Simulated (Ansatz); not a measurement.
We consider NaBeH3 (Pm-3m, No. 221; start mp-23729), described by G0W0@PBEsol in Ansatz (plane waves, hard PAW, contour deformation).

The cell is the one relaxed with PBEsol. Conventional cell: a = 3.3265 Å, b = 3.3265 Å, c = 3.3265 Å, α = 90.00°, β = 90.00°, γ = 90.00°.

One run with a 8×8×8 mesh, response cutoff 100 eV and 154 empty bands, not extrapolated in mesh or basis; no spin–orbit coupling.

Highest filled and lowest empty level by k point (fractions of the reciprocal vectors of the cell (3.326 -0.000 0.000) (-0.000 3.326 0.000) (0.000 0.000 3.326) Å; eV from the valence maximum of each method):

```csv
k,PBEsol filled,PBEsol empty,QP filled,QP empty
0 0 0,-0.72,3.04,-0.75,4.66
0 0 0.375,-0.12,3.85,…,…
0.125 0.125 0.125,-1.99,2.57,…,…
0.125 0.25 0.375,-2.68,3.02,…,…
0.125 0.375 0.375,-3.77,3.26,…,…
0.25 0.375 -0.5,-4.00,2.27,…,…
0.25 -0.5 -0.5,-4.96,2.33,…,…
0.375 0.375 0.375,-4.35,1.51,…,…
```

Task: Complete the blanks.

Result: 
- 0 0 0.375, QP filled: -0.12
- 0 0 0.375, QP empty: 5.49
- 0.125 0.125 0.125, QP filled: -1.97
- 0.125 0.125 0.125, QP empty: 4.14
- 0.125 0.25 0.375, QP filled: -2.68
- 0.125 0.25 0.375, QP empty: 4.58
- 0.125 0.375 0.375, QP filled: -3.79
- 0.125 0.375 0.375, QP empty: 4.81
- 0.25 0.375 -0.5, QP filled: -4.06
- 0.25 0.375 -0.5, QP empty: 3.79
- 0.25 -0.5 -0.5, QP filled: -5.05
- 0.25 -0.5 -0.5, QP empty: 3.84
- 0.375 0.375 0.375, QP filled: -4.43
- 0.375 0.375 0.375, QP empty: 3.00

A start named mp-… is a Materials Project structure, which can be a computed phase never made.

Ansatz is a first-principles code.
